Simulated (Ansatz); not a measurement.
# Pressure series in TaSi2

Consider TaSi₂ (space group P6_222, No. 180).

```yaml
crystal:
  lattice:
    - [4.80388, 0.00000, 0.00000]
    - [-2.40194, 4.16029, 0.00000]
    - [0.00000, 0.00000, 6.60424]
  atoms:
    - { symbol: Ta, position: [0.50000, 0.00000, 0.00000] }
    - { symbol: Ta, position: [0.50000, 0.50000, 0.33333] }
    - { symbol: Ta, position: [0.00000, 0.50000, 0.66667] }
    - { symbol: Si, position: [0.15903, 0.31805, 0.00000] }
    - { symbol: Si, position: [0.84097, 0.15903, 0.33333] }
    - { symbol: Si, position: [0.68195, 0.84097, 0.66667] }
    - { symbol: Si, position: [0.84097, 0.68195, 0.00000] }
    - { symbol: Si, position: [0.15903, 0.84097, 0.33333] }
    - { symbol: Si, position: [0.31805, 0.15903, 0.66667] }
```

Cell and atoms are relaxed at each pressure.

The values are results of Ansatz (an electronic-structure program) PBE, scalar-relativistic without spin-orbit coupling, earlier PAW set, not measurements.

Two rows of this table had their results exchanged by mistake.

```tsv
pressure	volume per atom (Å³)	shortest distance (Å)	band gap
pressure −2 GPa	14.83	2.577	zero
pressure −1 GPa	14.75	2.572	zero
pressure 0.3 GPa	14.64	2.567	zero
pressure 0.7 GPa	14.61	2.566	zero
pressure 1.5 GPa	14.55	2.563	zero
pressure 3 GPa	14.44	2.557	zero
pressure 5 GPa	13.96	2.532	zero
pressure 7.5 GPa	14.12	2.541	zero
pressure 10 GPa	14.29	2.550	zero
```

Question: Which two?

Answer: The rows for pressure 5 GPa and pressure 10 GPa: the volume has to fall steadily with pressure, so 14.29 Å³ belongs to pressure 5 GPa and 13.96 Å³ to pressure 10 GPa.

Load acts through the strain it causes; cell and atoms are relaxed under it. Stability against distortions was not tested. No other phases were tried under pressure. All final runs are without spin polarisation. An odd electron count without spin: TaSi2.
